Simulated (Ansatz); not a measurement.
# BN: pressure series

Base system: BN in the h-BN type structure (space group P6_3/mmc, No. 194; layered, stacked along the Cartesian z axis).

```
BN
1.0
    2.50059     0.00000     0.00000
   -1.25029     2.16557     0.00000
    0.00000     0.00000     6.52585
B N
2 2
Direct
  0.33333   0.66667   0.25000
  0.66667   0.33333   0.75000
  0.33333   0.66667   0.75000
  0.66667   0.33333   0.25000
```

Cell and atoms are relaxed at each pressure.

Calculations: r2SCAN+rVV10 (Ansatz, a quantum-chemistry and plane-wave program; PAW; 500 eV plane waves; no spin-orbit coupling).

| pressure (GPa) | volume per atom (Å³/atom) |
|---|---|
| -2 | 9.771 |
| 0 | 8.835 |
| 0.3 | ? |
| 0.7 | 8.675 |
| 1.5 | 8.524 |
| 3 | 8.295 |
| 5 | 8.056 |
| 10 | 7.626 |

Question: Fit the third-order Birch–Murnaghan form P(V) = (3B₀/2)[(V₀/V)^(7/3) − (V₀/V)^(5/3)]·[1 + (3/4)(B₀′ − 4)((V₀/V)^(2/3) − 1)] (squares taken in P) to the rows shown and predict the withheld row.

Answer: Least squares on the printed values gives V₀ = 8.841 Å³/atom, B₀ = 34.5 GPa, B₀′ = 9.9; this predicts 8.768 Å³/atom, and the run gives 8.762 Å³/atom, 0.006 lower.

Measured bulk modulus of BN: 27.4 GPa (room temperature; as listed in Hermann Muhammad et al., Nanoscale (2024)); the computed value is for a static lattice, so the two differ by thermal effects too.

Load acts through the strain it causes; cell and atoms are relaxed under it. Whether these cells are dynamically stable was not tested. Competing high-pressure phases were not computed.
